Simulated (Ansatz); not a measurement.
Consider the following.

```
In2Si2O7
1.0
    3.26980    -4.19939     0.02777
    3.26980     4.19939     0.02777
   -0.98333     0.00000     4.53561
In Si O
2 2 7
Direct
  0.30282   0.69718   0.00000
  0.69718   0.30282   0.00000
  0.22640   0.22640   0.41589
  0.77360   0.77360   0.58411
  0.91981   0.59807   0.77388
  0.08019   0.40193   0.22612
  0.40193   0.08019   0.22612
  0.59807   0.91981   0.77388
  0.00000   0.00000   0.50000
  0.60638   0.60638   0.27658
  0.39362   0.39362   0.72342
```

No spin polarisation.

Method: PBEsol (Ansatz, a program for electronic structure; PAW; 420 eV plane waves; no spin-orbit coupling). k-mesh 5×5×6 (Γ-centred); smearing 0.05 eV (Fermi–Dirac).

### Question
Predict the gap character, band gap, valence-band top at Γ and width of the top valence band.

### Answer
The gap character is direct at Γ. The band gap is 3.28 eV, the valence-band top at Γ (three highest levels, from the VBM) comes out as 0.00, -0.48, -0.48 eV and the width of the top valence band is 0.29 eV.

Load acts through the strain it causes; cell and atoms are relaxed under it. No phonon test of stability was made. Competing high-pressure phases were not computed. The cell was made from In₂Si₂O₇ (space group C2/m, No. 12) by this change: pressure 10 GPa.
